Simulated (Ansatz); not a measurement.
# Migration barriers: Hf vacancy in polar orthorhombic HfO2, charge state -4

System: Hf vacancy in polar orthorhombic HfO2 (charge state -4). These are PBE, PAW (plane waves to 420 eV; Ansatz, a first-principles code) values and carry that method's errors.

Settings: 96 host sites, the relaxed PBE lattice, the Γ point alone, smearing 0.01 eV, spin-restricted, no image-charge correction. Static, classical nuclei. Spin-orbit coupling is left out. The host's phase is taken as given; its stability against other phases was not computed. The charge state is imposed; whether it is stable for some Fermi level was not computed. Forms of the defect that were not tried may lie lower.

Barriers: single points on a 2×2×2 k-point mesh shifted by half a step at the bands' geometries.

```json
[
 {"Route": "one Hf atom jumps into the vacancy from a nearby Hf site", "Start site over the lowest site run (eV)": "0.00", "Hop (Å)": "3.26", "Forward barrier (eV)": "2.60", "Backward barrier (eV)": "2.60", "Neighbours at the start": "O at 1.99, O at 2.08, O at 2.09, O at 2.19, 2 O at 2.24, O at 2.29 Å", "Neighbours at the saddle": "O at 1.91, O at 1.97, O at 2.03, O at 2.04 Å", "Saddle order": "not checked", "Forward, on the band's own sampling (eV)": "2.59"}
]
```

Paths come from CI-NEB runs.   A further band (one Hf atom jumps into the vacancy from a nearby Hf site, 3.67 Å) gave 2.50 eV forward on its own sampling, 2.50 eV above the lowest site run, but a shoulder points to a second hump between its images, so it is not taken as a result. A further band (one Hf atom jumps into the vacancy from a nearby Hf site, 3.87 Å) gave 2.93 eV forward on its own sampling, 2.93 eV above the lowest site run, but a shoulder points to a second hump between its images, so it is not taken as a result.
